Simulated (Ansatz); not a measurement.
```xyz
2
Lattice="-0.0186 2.6766 2.6766 2.6766 -0.0186 2.6766 2.6766 2.6766 -0.0186" Properties=species:S:1:pos:R:3 pbc="T T T"
Zn    -0.0034    -0.0034    -0.0034
S      1.3371     1.3371     1.3371
```

Method: r2SCAN with spin-orbit coupling, rigid bands (plane waves, PAW; Ansatz, a program for electronic structure). Condition of this run: biaxial stress in (111) of -1 GPa (compression positive) (the target of the relaxation). Cell: cell and atoms relaxed with PBEsol, then loaded as said.

What conductivity effective mass do dilute electrons have at 300 K?

0.21 mₑ.

What conductivity effective mass do dilute holes have at 300 K?

0.75 mₑ.

And the band gap?

2.70 eV at this level; semilocal functionals usually fall short of the measured gap.

Rigid bands, one relaxation time for all states, no polarons. Geometry: cell and atoms relaxed with PBEsol.
